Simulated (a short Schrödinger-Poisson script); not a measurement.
Gated In0.52Al0.48As/In0.53Ga0.47As modulation-doped gas in a quantum well

Stack: gated In0.52Al0.48As/In0.53Ga0.47As modulation-doped gas in a quantum well, at 300 K.

```tsv
layer	material	thickness (nm)	Nd (cm⁻³)	Na (cm⁻³)
1	In0.52Al0.48As	20	-	-
2	In0.52Al0.48As	10	8.7e17	-
3	In0.52Al0.48As	5	-	-
4	In0.53Ga0.47As	10	-	-
5	In0.52Al0.48As	4000	-	1e15
```

The device is made up for the run: typed textbook-type constants, with dimensions and the other settings drawn at random. In0.52Al0.48As: permittivity 12.5, conduction-band edge (eV) 0.52, gap (eV) 1.45, electron mass (mₑ) 0.075, Nv at 300 K (cm⁻³) 1.1e19. In0.53Ga0.47As: permittivity 13.9, conduction-band edge (eV) 0, gap (eV) 0.74, Nv at 300 K (cm⁻³) 7.7e18.

Channel valleys (confinement mass, in-plane density-of-states mass, number): Γ 0.041, 0.041, 1. At the gate the conduction-band edge of layer 1 lies 0.65 eV − eVg above the Fermi level of the channel; the field vanishes at the back. Donor level 0.05 eV below the band edge. The barrier under the gate holds no holes. Gaps are held at their typed values at every temperature. Mesh 0.08 nm at interfaces.

Solved with a short Schrödinger-Poisson script written for these runs: 1D Poisson equation in equilibrium, electrons quantum, Hartree plus LDA exchange-correlation (BenDaniel-Duke, 40 states a valley, the channel's in-plane mass for all, wave functions free to enter the barrier), parabolic valleys, classical holes, donors ionised by Fermi statistics, acceptors fully, no traps, pinning or gate leakage.

| Vg (V) | electrons (cm⁻²) | in the channel layer | C (μF/cm²) | Γ E0 (meV) | Γ E1 (meV) |
|---|---|---|---|---|---|
| 0.4 | 8.15e11 | 7.93e11 | 0.264 | -42.6 | 106.9 |
| 0.35 | 7.33e11 | 7.14e11 | 0.262 | -36.9 | 112.8 |
| 0.3 | 6.52e11 | 6.35e11 | 0.260 | -31.0 | 118.8 |
| 0.25 | 5.71e11 | 5.57e11 | 0.258 | -24.8 | 125.2 |
| 0.2 | 4.92e11 | 4.79e11 | 0.255 | -18.1 | 132.0 |
| 0.15 | 4.13e11 | 4.03e11 | 0.252 | -11.0 | 139.4 |
| 0.1 | 3.35e11 | 3.27e11 | 0.247 | -3.1 | 147.5 |
| 0.05 | 2.60e11 | 2.54e11 | 0.239 | 5.9 | 156.6 |
| 0 | 1.88e11 | 1.83e11 | 0.227 | 16.6 | 167.5 |
| -0.05 | 1.21e11 | 1.18e11 | 0.207 | 30.1 | 181.1 |
| -0.1 | 6.29e10 | 6.14e10 | 0.168 | 48.7 | 199.8 |
| -0.15 | 2.23e10 | 2.18e10 | 0.101 | 76.6 | 227.8 |
| -0.2 | 4.83e9 | 4.72e9 | 0.0376 | 116.7 | 267.7 |
| -0.25 | 7.97e8 | 7.79e8 | 0.0168 | 163.4 | 314.3 |
| -0.3 | 1.25e8 | 1.22e8 | 0.0134 | 211.4 | 362.3 |
| -0.35 | 1.95e7 | 1.90e7 | 0.0134 | 259.4 | 410.2 |
| -0.4 | 3.07e6 | 3.00e6 | 0.0140 | 307.1 | 457.9 |

Gate voltages with under 1e6 electrons/cm² are left out.

Subbands count from the Fermi level.
